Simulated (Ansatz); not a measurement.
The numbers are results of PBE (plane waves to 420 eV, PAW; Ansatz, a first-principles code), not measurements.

Electrostatic potential energy of an electron, averaged over planes parallel to the surface, in eV from the Fermi level, for Cl on the 1x1 (111) surface of fcc Rh, one in a 2x1 cell, started at the site 'hollow Rh-Rh-Rh over Rh at depth 4.4 Å':

```tsv
z (Å)	V (eV)
5.49	5.12
5.78	5.12
6.07	5.12
6.36	5.11
6.64	5.10
6.93	5.08
7.22	5.04
7.51	4.95
7.80	4.75
8.09	4.34
8.38	3.43
8.67	1.45
8.96	-4.02
9.24	-14.55
9.53	-23.53
9.82	-25.21
10.11	-18.64
10.40	-8.00
10.69	-1.24
10.98	-1.65
11.27	-9.17
11.56	-19.78
11.84	-25.65
12.13	-23.37
12.42	-14.16
12.71	-4.21
13.00	-0.72
13.29	-3.82
13.58	-13.45
13.87	-22.87
14.16	-25.67
14.44	-20.30
14.73	-9.88
15.02	-1.99
15.31	-1.12
15.60	-7.27
15.89	-17.94
16.18	-25.13
16.47	-24.34
16.76	-16.10
17.04	-5.74
17.33	-0.71
17.62	-1.48
17.91	-3.75
18.20	-4.61
18.49	-3.19
18.78	0.12
19.07	3.20
19.36	4.36
19.64	4.78
19.93	4.94
20.22	5.00
20.51	5.02
20.80	5.03
21.09	5.03
21.38	5.03
21.67	5.03
21.96	5.03
22.24	5.03
22.53	5.03
```

Set-up: 9 atoms, 6.5 Å thick at the start under the adsorbate (thin: gaps and levels are the slab's own); mesh 6x12x1; 0.1 eV smearing; dipole correction on; 4 atoms held, the rest relaxed; symmetry of the start imposed; no spin, no spin-orbit, no U, no dispersion correction. At the end it is bonded to 3 Rh. In PBE it is, or lies within 0.03 eV of, the lowest of the starts that converged.

The vacuum level lies 5.03 eV above the Fermi level over the top face and 5.12 eV above it under the bottom face.
